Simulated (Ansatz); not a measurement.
We look at the reaction energy. Reaction: Hf (hcp) + O2 (gas) → HfO2 (Pca2₁). The sign is products less reactants.

HfO2 (Pca2₁), 96 atoms in the cell, the relaxed perfect crystal repeated, atoms not moved again, k-point mesh 2×2×2 on the run's own vectors.

Hf (hcp, P6₃/mmc), 2 atoms in the cell, k-point mesh 24×24×12 on the run's own vectors. Conventional cell: a = b = 3.2045 Å, c = 5.0723 Å, α = β = 90.00°, γ = 120.00°.

An isolated O2 molecule (triplet) in a box of 11 × 11 × 13 Å.

Computed with Ansatz (plane waves, PAW), its default PAW set, cutoff 500 eV. The structures are at rest with PBE; other levels are single points on them. Neutral cells; Fermi-Dirac smearing of at most 0.10 eV in the solids, energies taken to zero width. The lattices are those relaxed with PBE, so at other levels the solids can be strained. A dispersion term (D3(BJ), or D4 for r2SCAN) was computed beside these levels and is taken off wherever the name lacks it. No zero-point or thermal terms. No structure search was made; lower ones may exist. Spin-orbit coupling is left out.

**Question.** Predict the value from r2SCAN.

**Answer.** -11.34 eV, for Hf (hcp) + O2 (gas) → HfO2 (Pca2₁).

Ansatz is a program for electronic structure.
